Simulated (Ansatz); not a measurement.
The parent structure is RbZnCl$_{3}$ in the cubic perovskite structure (space group Pm-3m, No. 221; a hypothetical phase, not in the database extracts checked).

RbZnCl₃ is modelled in the cubic space group Pm-3m (No. 221), the cubic perovskite structure, Pearson symbol cP5. Lattice parameters: a = b = c = 4.939 Å, α = β = γ = 90.00°. Rb on 1a is surrounded by 12 Cl at 3.493 Å (cuboctahedral). Zn on 1b has 6 Cl at 2.470 Å (octahedral). Cl on 3c is coordinated by 2 Zn at 2.470 Å and 4 Rb at 3.493 Å (octahedral). (Neighbours: up to the widest gap in distance over summed covalent radii, below 1.35, at either atom; cation-cation and far metal-metal contacts left out.)

Level of theory: r2SCAN (Ansatz, a quantum-chemistry and plane-wave program), no SOC.

One change was made to it. Results:

The lattice parameter a decreases by 0.0285 Å (4.939 Å → 4.911 Å); the band gap goes from 2.19 eV to zero.

Question: What was done to the base?
A. Rb → Y
B. Cl → S
C. Rb → Sr

Answer: B, Cl → S. For comparison, the lattice parameter a in the other runs: Rb → Sr gives 5.002 Å; Rb → Y gives 4.883 Å.

Other magnetic orders, which the real material may have, were not ruled out. No phonon test of stability was made. As relaxed here, RbZnS3, SrZnCl3 and YZnCl3 are hypothetical phases, not in the database extracts checked. Spin-polarised in the final run: RbZnS3 and YZnCl3; the other runs are not. An odd electron count without spin: SrZnCl3. Many cubic perovskites are stable only at high temperature; tilts and polar distortions were not tested.
